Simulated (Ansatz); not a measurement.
## TiAl: x(B) = 0.25, 8 atoms, Pmmm

Take TiAl (space group P4/mmm, No. 123; a = 2.7970 Å, c = 4.0320 Å) as the base.

The other end (x = 1) is TiB (space group P4/mmm, No. 123; a hypothetical phase, not in the database extracts checked): 10.33 Å³/atom, gap zero; this end may not be an ambient phase.

Now apply this change: B replaces 25.0 % of the Al, ordered in a cell of 8 atoms (starting symmetry Pmmm) and fully relaxed.

Calculations: PBEsol/PAW in Ansatz (a program for electronic structure), scalar-relativistic without spin-orbit coupling, earlier PAW set. k-mesh 17×9×6 (Γ-centred); smearing 0.05 eV (Fermi–Dirac), for the changed cell.

```json
[
 {"quantity": "volume per atom", "base": "15.77 Å³", "changed": "14.40 Å³", "shift": "-1.37 Å³"},
 {"quantity": "density", "base": "3.94 g/cm³", "changed": "4.08 g/cm³", "shift": "+0.14 g/cm³"},
 {"quantity": "band gap", "base": "zero", "changed": "zero", "shift": "–"},
 {"quantity": "mixing energy (to 0.01 eV only: unlike meshes or grids) (against an end that may be hypothetical)", "base": "–", "changed": "+0.08 eV/atom", "shift": "–"},
 {"quantity": "deviation of the volume from the linear (Vegard-type) interpolation", "base": "–", "changed": "-0.1 %", "shift": "–"}
]
```

Final structure:

```xyz
8
Lattice="2.7581 0.0000 0.0000 0.0000 5.4851 0.0000 0.0000 0.0000 7.6136" Properties=species:S:1:pos:R:3 pbc="T T T"
B      1.3791     2.7425     0.0000
Al     1.3791     2.7425     3.8068
Al     1.3791     0.0000     0.0000
Al     1.3791     0.0000     3.8068
Ti     0.0000     1.4616     5.9187
Ti     0.0000     1.4616     1.6948
Ti     0.0000     4.0234     5.9187
Ti     0.0000     4.0234     1.6948
```

These are small ordered cells, not random alloys; other orderings at the same x differ. Whether these cells are dynamically stable was not tested. The final runs are not spin-polarised. An odd electron count without spin: TiAl and TiB. Ti4Al3B has a high density of states at the Fermi level and may be magnetic at this level.
